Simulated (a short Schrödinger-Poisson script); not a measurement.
Structure: gated Al0.4Ga0.6As/GaAs δ-doped gas, at 77 K.

```tsv
layer	material	thickness (nm)	Na (cm⁻³)
1	Al0.4Ga0.6As	20	-
2	Al0.4Ga0.6As	10	-
3	GaAs	6000	4e14
```

The device is made up for the run: typed textbook-type constants, with dimensions and the other settings drawn at random. Al0.4Ga0.6As: permittivity 11.76, conduction-band edge (eV) 0.316, gap (eV) 1.923, electron mass (mₑ) 0.1002, Nv at 300 K (cm⁻³) 9e18. GaAs: permittivity 12.9, conduction-band edge (eV) 0, gap (eV) 1.424, Nv at 300 K (cm⁻³) 9e18.

Channel valleys (confinement mass, in-plane density-of-states mass, number): Γ 0.067, 0.067, 1. At the gate the conduction-band edge of layer 1 lies 1.07 eV − eVg above the Fermi level of the channel; the field vanishes at the back. Sheet of ionised δ-doping: +1.8e12 e/cm² at 20 nm from the gate. The barrier under the gate holds no holes. Gaps are held at their typed values at every temperature. Mesh 0.08 nm at interfaces.

Solved with a short Schrödinger-Poisson script written for these runs: 1D Poisson equation in equilibrium, electrons quantum, Hartree (BenDaniel-Duke, 40 states a valley, the channel's in-plane mass for all, wave functions free to enter the barrier), parabolic valleys, classical holes, full ionisation, no traps, pinning or gate leakage.

The same stack at other levels of the model or other numerical settings:

```csv
run,sheet density of all electrons at Vg = 0.5 V (cm⁻²),capacitance at Vg = 0.5 V (μF/cm²),centroid of the channel electrons at Vg = 0.5 V (nm),gate voltage at 1e11 electrons/cm² (V),rough cost against the base
base,4.22e11,0.289,7.75,0.32,about 1
"electrons treated as classical, Boltzmann",5.01e11,0.330,2.58,0.30,0.03
"electrons treated as classical, Fermi-Dirac",4.51e11,0.294,…,0.30,0.1
"electrons treated as quantum, Hartree plus LDA exchange-correlation",…,0.293,7.30,0.31,about 1
mesh six times as coarse,4.21e11,0.289,7.75,0.32,0.2
one subband a valley,4.20e11,0.288,…,0.32,0.2
```

What belongs in the gaps?


- electrons treated as quantum, Hartree plus LDA exchange-correlation, sheet density of all electrons at Vg = 0.5 V (cm⁻²): 4.36e11
- electrons treated as classical, Fermi-Dirac, centroid of the channel electrons at Vg = 0.5 V (nm): 5.22
- one subband a valley, centroid of the channel electrons at Vg = 0.5 V (nm): 7.08

The classical rows ignore confinement, and Boltzmann statistics overrate the density once the band edge passes the Fermi level.
